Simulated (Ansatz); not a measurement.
Amorphous Ga$_{24}$O$_{41}$P$_{2}$, 67 atoms at 4.69 g/cm³, one PBE-relaxed geometry, zone centre. Methods: PBE, scalar-relativistic without spin-orbit coupling (Ansatz, a program for electronic structure); r2SCAN, scalar-relativistic without spin-orbit coupling (Ansatz); HSE06, scalar-relativistic without spin-orbit coupling (Ansatz). Plane waves to 420 eV (r2SCAN 500 eV); exact exchange is cut at the cell's faces. At PBE the levels at the filled edge of the gap are localised (band-tail or defect states), and the nearest spread-out levels lie 2.2 eV apart at the zone centre. All rungs ran without spin polarisation.

The cell was made by melting and quenching with the CHGNet potential and then relaxed with DFT. O atoms were pushed apart under 1.9 Å during the dynamics, to hinder bonds among them. The hot cell started wider than the set density and was brought back towards it in steps. It is the lowest in DFT energy of 2 quenches. It is a model cell: composition and starting density were chosen by hand, and all elements were melted together. No dispersion term was used. Its density started from a set value of 4.69 and ended at 4.69 g/cm³. The simulated quench (nominally 220 K/ps over its main leg) is rapid and tends to freeze in more defects than a deposited or slowly cooled glass has. A cell of this size samples the disorder only roughly. The volume was held where the preparation left it and the shape relaxed, at a PBE pressure of -0.1 GPa (tension).

The relaxation ran on the zone centre alone. At PBE the level gap is 1.31 eV on a 2×2×2 Γ-centred mesh, and the spacing at the zone centre alone 1.31 eV.

What zone-centre spacing does r2SCAN give, roughly?

1.80 eV (+0.49 eV against PBE).

What zone-centre spacing does HSE06 give, roughly?

2.96 eV (+1.65 eV against PBE).

The highest filled and the lowest empty state spread over these numbers of atoms (participation numbers): PBE: 3.1 and 59.4; r2SCAN: 3.1 and 58.5; HSE06: 3.2 and 58.5.
